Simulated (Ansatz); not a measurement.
Consider Nb-vacancy pair (Nb on one host Cu site, one Cu site vacant) in fcc Cu, neutral cell. The step: Nb and the vacancy change places (Nb-vacancy distance between ideal sites 2.57 Å throughout); the atom moves 2.22 Å along (0.00, 0.43, 0.43) of the unit cell; the moving atom starts with neighbours 4 Cu at 2.57, 2 Cu at 2.61, 4 Cu at 2.67, Cu at 2.72 Å and ends with 4 Cu at 2.57, 2 Cu at 2.61, 4 Cu at 2.67, Cu at 2.72 Å. DFT values are from Ansatz (plane-wave PAW, 420 eV unless said) in a cell of 32 host sites, spin-restricted, static, with no finite-size correction. Forms of the defect that were not tried may lie lower. For the PBE band: the saddle point's order was not checked, and it lies on a symmetry element of the cell, where a band can be held.

```
Level                                                                           Forward barrier (eV)  Cost of the band or of the saddle's single point
------------------------------------------------------------------------------  --------------------  ------------------------------------------------
CHGNet universal potential (has no charge state), its own band                                  0.42                                                 -
PBE, a 2×2×2 k-point mesh shifted by half a step, band relaxed                                  0.75                      very roughly 23 core-minutes
PBE, a 4×4×4 k-point mesh shifted by half a step, same geometries                               0.54            about 12 core-minutes (a rough figure)
r2SCAN at 500 eV, a 2×2×2 k-point mesh shifted by half a step, same geometries                  0.78             about 4 core-minutes (a rough figure)
```

Ansatz is a quantum-chemistry and plane-wave program.
